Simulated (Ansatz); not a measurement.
Ansatz (a program for electronic structure) run on a (001) slab of LuAu2 (cut from a parent of space group no. 139; 6 atoms in the cell): self-consistent single point.

Method of the run: LDA (PW92), default PAW files made with PBE (plane waves; Ansatz).

The change in words: vacuum of 6 angstrom (first run: 14 Å); efield.axis: default → 3; efield.dipole_correction: default → true. Reference geometry:
```
CELL_PARAMETERS angstrom
      3.66316     0.00000     0.00000
      0.00000     3.66316     0.00000
      0.00000     0.00000    21.40292
ATOMIC_POSITIONS crystal
  Lu 0.00000 0.00000 0.60445
  Au 0.50000 0.50000 0.67294
  Au 0.00000 0.00000 0.32706
  Lu 0.50000 0.50000 0.39555
  Au 0.00000 0.00000 0.46404
  Au 0.50000 0.50000 0.53596
```

Reference input (self-consistent single point, DFT, LDA (PW92), plane waves, default PAW files made with PBE): basis.ecutwfc = 420 eV; kpoints.mp_grid.grid = 8 8 1; hamiltonian.xc = lda; hamiltonian.pseudopotentials = {kind: paw} (the program's default PAW files); scf.occupations.method = gaussian; scf.occupations.width = 0.1 eV. This run's input differs from it in these lines:

Ansatz 0.2 input:
```diff
@@ -4,10 +4,10 @@
     - [0.00000000, 3.66316400, 0.00000000]
-    - [0.00000000, 0.00000000, 21.40291500]
+    - [0.00000000, 0.00000000, 13.40292600]
   atoms:
-    - { symbol: Lu, position_ang: [0.00000000, 0.00000000, 12.93690636] }
-    - { symbol: Au, position_ang: [1.83158200, 1.83158200, 14.40292043] }
-    - { symbol: Au, position_ang: [0.00000000, 0.00000000, 6.99999457] }
-    - { symbol: Lu, position_ang: [1.83158200, 1.83158200, 8.46600864] }
-    - { symbol: Au, position_ang: [0.00000000, 0.00000000, 9.93189429] }
-    - { symbol: Au, position_ang: [1.83158200, 1.83158200, 11.47102071] }
+    - { symbol: Lu, position_ang: [0.00000000, 0.00000000, 8.93691022] }
+    - { symbol: Au, position_ang: [1.83158200, 1.83158200, 10.40292227] }
+    - { symbol: Au, position_ang: [0.00000000, 0.00000000, 3.00000373] }
+    - { symbol: Lu, position_ang: [1.83158200, 1.83158200, 4.46601578] }
+    - { symbol: Au, position_ang: [0.00000000, 0.00000000, 5.93189379] }
+    - { symbol: Au, position_ang: [1.83158200, 1.83158200, 7.47103221] }
 basis:
@@ -19,2 +19,5 @@
   pseudopotentials: { kind: paw }
+efield:
+  axis: 3
+  dipole_correction: true
 scf:
@@ -24,3 +27,2 @@
   eigenvalues: true
-  stress: true
```

Output, abridged:

```
SCF iter   1: F=—  HF=-80448.088231 eV  |F-HF|=—  |Δ(HF+E_count)|=         —  Δρ=5.39e-3  dr2=1.16e-1  ethr=1.77e-3  p=0.000 e·Å  D=4.29e-15 V/Å  ΔV_dip=-0.00 eV  dr2_dipole=2.48e-10  V_vac-E_F(+/−)=4.57/4.76 eV  ⟨swp⟩=5.9  Hψ=4980  notcnv=0  defer=3
all-band conjugate gradients solve this SCF's bands
efield: sawtooth ramp at fractional position 0.9500 (placed from the atoms, in the widest stretch of the axis that holds none …
   [... lines left out ...]
WARN: efield: at this solve's end the planar-averaged density reaches 3.93e-2 e/Å³ inside the ramp window [0.8754, 0.1246] (bound 1e-5 e/Å³) …
SCF 1 converged in 8 iterations: F = -80448.061652 eV  dr2 = 6.17e-8
Free energy (F): -80448.061652 eV
Internal energy: -80448.040419 eV  (E = F + TS)
E sigma→0 (E₀):  -80448.051036 eV
Entropy (-TS):   -0.021233 eV (-3.539 meV/atom)
Fermi energy:    10.663029 eV
Dipole field:    D = -0.000007 V/Å  (p = -0.000007 e·Å, saw-weighted, corrected)
Work function:   Φ+ = withheld (plateau slope 3.2e0 eV/Å)   Φ− = withheld (plateau slope 2.2e0 eV/Å)
Levels:          The Fermi level and band energies are counted from a zero that moves with the ramp; work functions are not
Vacuum region:   at the solve's end the planar-averaged density reaches 3.93e-2 e/Å³ inside the ramp window [0.8754, 0.1246] (bound 1e-5 e/Å³)
--- Forces (eV/Å), atoms counted from 1 ---
  atom   1  Lu     0.00000000     0.00000000     0.34441028
  atom   2  Au    -0.00000000     0.00000000    -0.60691897
  atom   3  Au     0.00000000    -0.00000000     0.60691476
  atom   4  Lu    -0.00000000     0.00000000    -0.34439641
  atom   5  Au     0.00000000    -0.00000000     0.26450391
  atom   6  Au    -0.00000000     0.00000000    -0.26450225
```

The run converged in 8 iterations. Against the reference run the free energy falls by 2.9 meV/atom and the largest force goes from 0.624 to 0.607 eV/Å.

The starting cell comes from a database of computed structures (which also holds hypothetical and non-ambient phases and stackings), without a prior relaxation at this level. The slab is cut from that crystal, and its faces are unrelaxed. Its lattice was rescaled by up to half a per cent.
